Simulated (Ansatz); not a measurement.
InSb: pressure series

Take InSb in the zinc blende structure (space group F-43m, No. 216) as the base.

```yaml
crystal:
  lattice:
    - [0.00000, 3.27807, 3.27807]
    - [3.27807, 0.00000, 3.27807]
    - [3.27807, 3.27807, 0.00000]
  atoms:
    - { symbol: In, position: [0.00000, 0.00000, 0.00000] }
    - { symbol: Sb, position: [0.25000, 0.25000, 0.25000] }
```

Cell and atoms are relaxed at each pressure.

Calculations: r2SCAN/PAW in Ansatz (a program for electronic structure), scalar-relativistic without spin-orbit coupling.

Candidates:
(a) pressure 4.5 GPa
(b) pressure 2.1 GPa
(c) pressure 0.9 GPa
(d) pressure 15 GPa
(e) pressure −2 GPa

For the base:

```
Quantity  Value
--------  -----
Band gap   zero
```

Problem. Order them by band gap, highest first.

Solution. (d) pressure 15 GPa (1.15 eV), (a) pressure 4.5 GPa (0.54 eV), (b) pressure 2.1 GPa (0.29 eV), (c) pressure 0.9 GPa (0.14 eV), (e) pressure −2 GPa (zero)

With Sb present, leaving out spin-orbit coupling can change the band edges. Load acts through the strain it causes; cell and atoms are relaxed under it. Stability against distortions was not tested. Tetrahedral semiconductors of this kind turn to denser phases somewhere between about 1 and 50 GPa; those were not computed, so compressed cells here can lie past the real transition. All final runs are without spin polarisation. Gaps under 0.05 eV, about the width of the smearing, are given as zero. The zero or small gap of InSb can change with the level of theory.
